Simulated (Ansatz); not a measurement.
**One base run on Cs2GeSe3 (C2/m, 12 atoms in the cell) and variants with one or two settings moved**

```
Cs2GeSe3
1.0
    7.11063    -3.69657     0.00000
    7.11063     3.69657     0.00000
   -5.85615     0.00000     8.49310
Cs Ge Se
4 2 6
Direct
  0.41660   0.41660   0.13765
  0.58340   0.58340   0.86235
  0.19627   0.19627   0.31979
  0.80373   0.80373   0.68021
  0.88401   0.88401   0.31893
  0.11599   0.11599   0.68107
  0.89048   0.89048   0.10444
  0.10952   0.10952   0.89556
  0.70829   0.70829   0.27474
  0.29171   0.29171   0.72526
  0.76184   0.23816   0.50000
  0.23816   0.76184   0.50000
```

Base run A: HSE06, default PAW files made with PBE in Ansatz (a first-principles code), self-consistent single point.

Its settings: basis.ecutwfc = 420 eV; kpoints.mp_grid.grid = 2 2 1; kpoints.mp_grid.shift = 0.5 0.5 0.5; hamiltonian.xc = hse06; hamiltonian.pseudopotentials = {kind: paw} (the program's default PAW files); scf.occupations.method = gaussian; scf.occupations.width = 0.02 eV.

The starting cell comes from a database of computed structures (which also holds hypothetical and non-ambient phases and stackings), without a prior relaxation at this level. Its lattice was rescaled by a random factor within 2.5 % of one. Ansatz's pressure includes its estimate of the finite-basis (Pulay) stress. Another mesh or the band path of this cell gives a smaller gap, so this value is not converged in the mesh.

ΔF is the free energy per atom less that of run A. A dash stands where there is no value to compare (another energy zero or no entropy term, no result, no spin, no clean gap, or a mesh too coarse for one). Total energies depend on the potentials, the functional and any Hubbard or dispersion term, so they are compared only between runs that share all of them.

Run A gave: pressure (GPa) 1.47; largest force (eV/Å) 0.543; gap on the mesh (eV) 3.083; k-points 2.

Runs:
- B: hamiltonian.xc: hse06 → pbesol [PBEsol]
- C: hamiltonian.xc: hse06 → pbe0 [PBE0]
- D: kpoints.mp_grid.grid: 2 2 1 → 1 1 1
- E: kpoints.mp_grid.grid: 2 2 1 → 2 2 2
- F: scf.convergence.dr2_threshold: default (1e-07 eV) → 0.0001 eV
- G: scf.mixing.algorithm: default (the program chose MSR1) → broyden
- H: scf.mixing.algorithm: default (the program chose MSR1) → broyden; scf.mixing.beta: default → 0.3

**Question.** What does run E change against A?

**Answer.** The free energy goes up by 8.9 meV/atom, the pressure goes from 1.47 to 1.57 GPa, the largest force goes from 0.543 to 0.451 eV/Å and the gap on the mesh goes from 3.083 to 2.935 eV.

**Question.** What does run C change against A?

**Answer.** The pressure moves little (1.47 to 1.40 GPa), the largest force hardly changes (0.543 to 0.537 eV/Å) and the gap on the mesh goes from 3.083 to 3.808 eV.

```csv
run,ΔF (meV/atom),pressure (GPa),largest force (eV/Å),gap on the mesh (eV),k-points
A,0.00,1.47,0.543,3.083,2
B,–,0.75,0.647,2.065,2
C,–,1.40,0.537,3.808,2
D,129.1,2.54,0.465,2.941,1
E,8.9,1.57,0.451,2.935,3
F,0.00,1.47,0.543,3.083,2
G,0.00,1.47,0.543,3.083,2
H,0.00,1.47,0.543,3.083,2
```

Keys are those of Ansatz 0.2.
